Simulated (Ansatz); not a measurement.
The parent structure is InP in the zinc blende structure (space group F-43m, No. 216; a = 5.8788 Å). Axes: x, y, z lie along the cube axes.

Computed with PBEsol (Ansatz, an electronic-structure program, PAW, no spin-orbit coupling), earlier PAW set.

Now apply this change: the cell is stretched by 3.58 % along y with no lateral relaxation, atoms relaxed at fixed cell.

Task: Predict the stress tensor and what it implies for the stiffness.

Result: Stress of the strained cell less that of the base (GPa, compression positive):
```
  -1.65    0.00    0.00
   0.00   -3.25    0.00
   0.00    0.00   -1.65
```

Then −Δσ_ii/ε with ε = 0.0358 gives secant stiffness values (nonlinear terms included at this strain): C22 ≈ 91 GPa, C12 ≈ 46 GPa and C23 ≈ 46 GPa.

As a check, the harmonic strain energy −½ V₀ Δσ:ε is 9.2 meV/atom; the computed energy rise is 9.3 meV/atom.

Whether these cells are dynamically stable was not tested.
